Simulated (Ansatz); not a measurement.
What uniaxial stress, 0.5 GPa compression along z does to Y

The reference is Y in the hcp (Mg type) structure (space group P6_3/mmc, No. 194; a = 3.594 Å, c = 5.610 Å; relaxed with 0.1 eV smearing). Axes: x lies along a and z along c of the hexagonal cell.

One thing is altered: uniaxial stress, 0.5 GPa compression along z, with the cell and atoms free to relax against it.

Level of theory: Kohn–Sham DFT with the PBEsol functional, run in Ansatz (an electronic-structure program) with PAW and 420 eV plane waves, scalar-relativistic without spin-orbit coupling. Γ-centred 18×18×11 mesh, Fermi–Dirac width 0.1 eV.

| quantity | base | changed | shift |
|---|---|---|---|
| volume per atom | 31.38 Å³ | 31.27 Å³ | -0.116 Å³ |
| space group | P6_3/mmc (No. 194) | P6_3/mmc (No. 194) | – |
| shortest interatomic distance | 348.9 pm | 347.6 pm | -1.36 pm |
| energy relative to the base (free energy F) | 0 meV/atom | +0.3 meV/atom | +0.3 meV/atom |
| band gap | zero | zero | – |
| strain response (xx, yy, zz) | – | (+0.16, +0.16, −0.69) % | – |

Final structure:

```
CELL_PARAMETERS angstrom
      3.60012     0.00000     0.00000
     -1.80006     3.11780     0.00000
      0.00000     0.00000     5.57112
ATOMIC_POSITIONS crystal
  Y  0.33333 0.66667 0.75000
  Y  0.66667 0.33333 0.25000
```

Stability under load was not tested beyond the relaxation. All final runs are without spin polarisation.
